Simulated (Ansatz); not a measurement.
The parent structure is CdSe in the wurtzite structure (space group P6_3mc, No. 186; a = 4.2475 Å, c = 6.9410 Å). Axes: x lies along a and z along c of the hexagonal cell.

Computed with LDA/PAW in Ansatz (a first-principles code), without spin-orbit coupling.

One thing is altered: uniaxial strain ε_xx = −0.60 %, all other strain components held at zero, atoms relaxed at fixed cell.

**Question.** Predict the stress tensor and what it implies for the stiffness.

**Answer.** Stress of the strained cell less that of the base (GPa, compression positive):
```
   0.48    0.00    0.00
   0.00    0.32    0.00
   0.00    0.00    0.25
```

Then −Δσ_ii/ε with ε = -0.0060 gives relaxed-ion elastic constants: C11 ≈ 80 GPa and C12 ≈ 53 GPa.

Whether these cells are dynamically stable was not tested.
